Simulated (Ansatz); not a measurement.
Take CoSn (space group P6/mmm, No. 191; non-magnetic) as the base.

```xyz
6
Lattice="5.2416 0.0000 0.0000 -2.6208 4.5394 0.0000 0.0000 0.0000 4.1879" Properties=species:S:1:pos:R:3 pbc="T T T"
Co     2.6208     0.0000     0.0000
Co     1.3104     2.2697     0.0000
Co    -1.3104     2.2697     0.0000
Sn     0.0000     0.0000     0.0000
Sn     0.0000     3.0263     2.0940
Sn     2.6208     1.5131     2.0940
```

Cartesian axes are those of the cell as printed.

Calculations: r2SCAN (Ansatz, a first-principles code, PAW, without spin-orbit coupling).

For the base:

- Volume per atom: 16.61 Å³
- Pressure: 0.0 GPa

The change: compressive biaxial strain of 0.52 % in the plane normal to [001], as in epitaxy on a mismatched substrate; the out-of-plane cell vector and the atoms relax.

### Question
Estimate the effect on the volume per atom.

### Answer
The volume per atom drops by 0.13 Å³, from 16.61 Å³ to 16.48 Å³.

### Question
What does the calculation give for the pressure after the change?

### Answer
The pressure (mean of the normal stresses, compression positive) goes from zero to 1.2 GPa.

Without a gap, meshes like the base's 10×10×11 leave anisotropic stresses uncertain by several tenths of a GPa, and small strain energies with them. No phonon test of stability was made. Starting moments died away, wholly or in part, for the base; another magnetic solution may exist. All final runs are without spin polarisation.
